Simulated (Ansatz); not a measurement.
A self-consistent single point of a (001) slab of Zn2SeS (cut from a parent of space group no. 115; 8 atoms in the cell) with Ansatz (a first-principles code).

Method of the run: PBEsol, default PAW files made with PBE (plane waves; Ansatz).

The change in words: vacuum of 6 angstrom (first run: 14 Å). Reference geometry:
```xyz
8
Lattice="3.9210 0.0000 0.0000 0.0000 3.9210 0.0000 0.0000 0.0000 23.7650" Properties=species:S:1:pos:R:3 pbc="T T T"
Zn     1.9605     0.0000     9.9140
Zn     0.0000     1.9605     7.0000
Se     0.0000     0.0000     8.4570
S      1.9605     1.9605    11.2263
Zn     1.9605     0.0000    15.4527
Zn     0.0000     1.9605    12.5387
Se     0.0000     0.0000    13.9957
S      1.9605     1.9605    16.7650
```

Reference input (self-consistent single point, DFT, PBEsol, plane waves, default PAW files made with PBE): basis.ecutwfc = 420 eV; kpoints.mp_grid.grid = 5 5 1; hamiltonian.xc = pbesol; hamiltonian.pseudopotentials = {kind: paw} (the program's default PAW files); scf.occupations.method = fermi_dirac; scf.occupations.width = 0.05 eV. This run's input differs from it in these lines:

Ansatz 0.2 input:
```diff
@@ -5,12 +5,12 @@
     - [0.000000, 3.921018, 0.000000]
-    - [0.000000, 0.000000, 23.764987]
+    - [0.000000, 0.000000, 15.764986]
   atoms:
-    - { symbol: Zn, position: [0.500000, 0.000000, 0.417168] }
-    - { symbol: Zn, position: [0.000000, 0.500000, 0.294551] }
-    - { symbol: Se, position: [0.000000, 0.000000, 0.355859] }
-    - { symbol: S, position: [0.500000, 0.500000, 0.472388] }
-    - { symbol: Zn, position: [0.500000, 0.000000, 0.650230] }
-    - { symbol: Zn, position: [0.000000, 0.500000, 0.527612] }
-    - { symbol: Se, position: [0.000000, 0.000000, 0.588920] }
-    - { symbol: S, position: [0.500000, 0.500000, 0.705449] }
+    - { symbol: Zn, position: [0.500000, 0.000000, 0.375135] }
+    - { symbol: Zn, position: [0.000000, 0.500000, 0.190295] }
+    - { symbol: Se, position: [0.000000, 0.000000, 0.282714] }
+    - { symbol: S, position: [0.500000, 0.500000, 0.458376] }
+    - { symbol: Zn, position: [0.500000, 0.000000, 0.726465] }
+    - { symbol: Zn, position: [0.000000, 0.500000, 0.541624] }
+    - { symbol: Se, position: [0.000000, 0.000000, 0.634043] }
+    - { symbol: S, position: [0.500000, 0.500000, 0.809705] }
 basis:
```

Output (repeated stretches shortened):

```
SCF iter   1: F=—  HF=-25744.701173 eV  |F-HF|=—  |Δ(HF+E_count)|=         —  Δρ=1.92e-2  dr2=1.25e1  ethr=1.77e-3  ⟨swp⟩=8.2  Hψ=2224  notcnv=0  defer=22
all-band conjugate gradients solve this SCF's bands
preconditioner: auto → Resta (q_TF=auto, 2.322 Å⁻¹)
SCF iter   2: F=—  HF=-25745.439016 eV  |F-HF|=—  |Δ(HF+E_count)|=   7.38e-1  Δρ=3.27e-2  dr2=3.13e1  ethr=1.77e-3  ⟨swp⟩=3.1  Hψ=972  notcnv=0  defer=32  recentre
   [... lines left out ...]
SCF iter  10: F=—  HF=-25743.770269 eV  |F-HF|=—  |Δ(HF+E_count)|=   1.56e-5  Δρ=5.01e-5  dr2=6.23e-5  ethr=1.10e-6  ⟨swp⟩=1.0  Hψ=469  notcnv=0  defer=35
SCF iter  11: F=—  HF=-25743.770012 eV  |F-HF|=—  |Δ(HF+E_count)|=   2.57e-4  Δρ=1.60e-5  dr2=2.97e-6  ethr=6.78e-8  ⟨swp⟩=1.2  Hψ=473  notcnv=0  defer=35
SCF iter  12: F=—  HF=-25743.770012 eV  |F-HF|=—  |Δ(HF+E_count)|=   5.82e-8  Δρ=8.16e-6  dr2=4.43e-7  ethr=3.23e-9  ⟨swp⟩=2.3  Hψ=687  notcnv=0  defer=35
SCF iter  13: F=-25743.770012 eV  HF=-25743.770012 eV  |F-HF|=7.67e-8  |Δ(HF+E_count)|=   3.91e-9  Δρ=4.10e-6  dr2=8.95e-8  ethr=1.09e-10  ⟨swp⟩=14.4  Hψ=2416  notcnv=0
SCF 1 converged in 13 iterations: F = -25743.770012 eV  dr2 = 8.95e-8
Free energy (F): -25743.770012 eV
Internal energy: -25743.709969 eV  (E = F + TS)
E sigma→0 (E₀):  -25743.739991 eV
Entropy (-TS):   -0.060043 eV (-7.505 meV/atom)
Fermi energy:    3.106921 eV
--- Forces (eV/Å), atoms counted from 1 ---
  atom   1  Zn     0.00000000     0.00000000     0.58111533
  atom   2  Zn     0.00000000     0.00000000     0.17849464
  atom   3  Se     0.00000000     0.00000000    -0.41102508
  atom   4  S      0.00000000     0.00000000    -0.46169407
  atom   5  Zn     0.00000000     0.00000000     0.87944047
  atom   6  Zn     0.00000000     0.00000000     0.46773334
  atom   7  Se     0.00000000     0.00000000    -0.54622744
  atom   8  S      0.00000000     0.00000000    -0.68784678
--- Stress (GPa, compression-positive) ---
       -0.873663       0.000000       0.000000
        0.000000      -2.418594       0.000000
        0.000000       0.000000      -1.296198
  P = ⅓ Tr σ = -1.5295 GPa (-15.295 kbar)
  The stress holds the Pulay correction. Without it, at fixed plane waves, as pw.x and ABINIT print it: P = -1.5643 GPa
```

The run converged in 13 iterations. Against the reference run the free energy drops by 9.6 meV/atom and the largest force moves little (0.881 to 0.879 eV/Å).

The starting cell comes from a database of computed structures (which also holds hypothetical and non-ambient phases and stackings), without a prior relaxation at this level. The slab is cut from that crystal, and its faces are unrelaxed. Its lattice was rescaled by up to half a per cent. Spin polarisation is off, though cut faces can carry moments; the slab shows no gap. The two faces of this cut differ, and no dipole correction was used.
